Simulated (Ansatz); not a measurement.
S on the 1x1 (111) surface of fcc Rh, one in a 2x1 cell, energies for each (12.7 Å²). Energies are against ⅛ S8(g), without zero-point or thermal terms; each row is named by its start.

Method: PBE (plane waves to 420 eV, PAW; Ansatz, a quantum-chemistry and plane-wave program).

Model: 9-atom slab, 6.5 Å thick at the start under the adsorbate (thin: gaps and levels are the slab's own), 6x12x1 mesh, Fermi-Dirac 0.1 eV, dipole correction, 4 atoms held, the rest relaxed; each run with such symmetry as its start has; spin where the adsorbate may keep a moment, no spin-orbit, no U, no dispersion correction.

A negative adsorption energy means that the adsorbate is more stable on the surface than in its reference. Starts that drift may end in the same place. Heights count from the host atoms within 0.3 Å of the top one.

```csv
starting site,E_ads (eV),height (Å),nearest host atom (Å),bonded to,Δ work function (eV),lateral drift (Å),moment (μB)
top Rh,-1.65,1.65,Rh 2.25,3 Rh,-0.22,1.5,0.0
hollow Rh-Rh-Rh over Rh at depth 2.2 Å,-1.62,1.65,Rh 2.25,3 Rh,-0.31,0.1,–
hollow Rh-Rh-Rh over Rh at depth 4.4 Å,-1.65,1.65,Rh 2.25,3 Rh,-0.22,0.1,–
bridge Rh-Rh (span 2.7 Å),-1.65,1.65,Rh 2.24,3 Rh,-0.22,0.9,–
```
